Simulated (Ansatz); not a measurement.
**PtSe2: energy against strain**

PtSe2 (1T layered, P-3m1, 19.804 Å³/atom and stress up to 0.01 GPa in the relaxed cell, c along z) under an equal strain ε in the (0001) plane with the normal axis free, as in a coherent film. PBE-D3(BJ) in Ansatz, a plane-wave DFT program (PAW, default set), 420 eV, 18×18×12 Γ-centred mesh, Fermi-Dirac smearing 0.10 eV; ions are relaxed, or left where forces stay under 0.02 eV/Å, within the symmetry of each cell. Against the start cell, which lies near the measured one, the relaxed cell differs by -2.9 % in volume and -5.1 % in c; the values below rest on it.

Here s stands for strain and y for E less E0.

| strain (%) | E less E0 (meV/atom) |
|---|---|
| -3.00 | ? |
| -1.50 | 5.45 |
| -1.00 | 2.41 |
| -0.50 | 0.60 |
| 0.00 | 0.00 |
| 0.50 | 0.61 |
| 1.00 | 2.39 |
| 1.50 | 5.34 |

**Question.** Fit y against s with a parabola, and predict the withheld value at s = -3.00.

**Answer.** Least squares gives y = 0.004 - 0.0257·s + 2.3962·s². Residuals (row less fit): 0.016, -0.016, -0.016, -0.004, 0.020, 0.016, -0.017; standard error 0.021 (degrees of freedom: 4). The quadratic coefficient over the volume, 2.3962 meV × 10⁴ × 0.1602 / 19.804 Å³, is the biaxial elastic modulus of this plane = 193.9 ± 0.7 GPa (± standard error of the fit, which holds the terms cut off). At the withheld row, y = 0.004 - 0.0257 × (-3.0) + 2.3962 × (-3.0)² = 21.647 meV/atom. The calculation gives 22.04 meV/atom, 0.393 meV/atom above the prediction (1.8 % of the range of y in the table). The row lies outside the fitted rows, so this is an extrapolation. From the scatter of the fitted rows alone, a prediction at this place has a standard error of 0.079 meV/atom, so the miss is 5.0 times that.

A polynomial of degree 3 through the 12 other runs of the series gives 22.14 there, so most of the miss is curvature that the fit leaves out. This level leaves no gap over 0.05 eV at strain -3.00, -1.50, -1.00, -0.50, 0.00, 0.50, 1.00, 1.50 %. Spin-orbit coupling is left out, which can shift these values for the heavy elements here. Rows are the converged runs of the series near zero and its far end; series whose fitted rows scatter by over a few per cent of the range, as at a crossing or softening among them, aren't shown in this form, nor equations of state whose B0' disagrees with the runs' pressures. Most that stay on the fit to the last digits aren't either.
